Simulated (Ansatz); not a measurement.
Cost and result by functional for the adsorption energy of CH3 on the 1x1 (110) surface of bcc Nb, one in a 2x2 cell, started at the site 'hollow Nb-Nb-Nb', in Ansatz (plane waves, PAW). Single points on the PBE structure, on one kind of machine; costs are rough ratios of the slab run's core time (references not counted) to the cheapest single point. r2SCAN's cost holds its higher cutoff (500 against 420 eV). Differences are taken against r2SCAN for comparison alone: no measured value is at hand, so the table doesn't rank accuracy.

Slab: 20 atoms, 6.8 Å thick at the start under the adsorbate (thin: gaps and levels are the slab's own); k 5x5x1, smearing 0.1 eV, dipole-corrected; 8 atoms held, the rest relaxed; no symmetry held; no spin, no spin-orbit, no U, no dispersion correction. At the end it is bonded to 3 Nb. In PBE it is, or lies within 0.03 eV of, the lowest of the starts that converged. These notes are the PBE run's. Adsorption energies are against CH4(g) − ½ H2(g). A negative adsorption energy means that the adsorbate is more stable on the surface than in its reference.

| functional | relative cost | adsorption energy (eV) | less r2SCAN (eV) |
|---|---|---|---|
| RPBE | 1 | 0.22 | 0.47 |
| r2SCAN | 2 | -0.25 | 0.00 |
| PBE (the relaxed run's value) | – | -0.03 | 0.21 |

The values span 0.47 eV, while the single points' costs differ by a factor of roughly 2. Differences are of unrounded values.

Ansatz is a program for electronic structure.
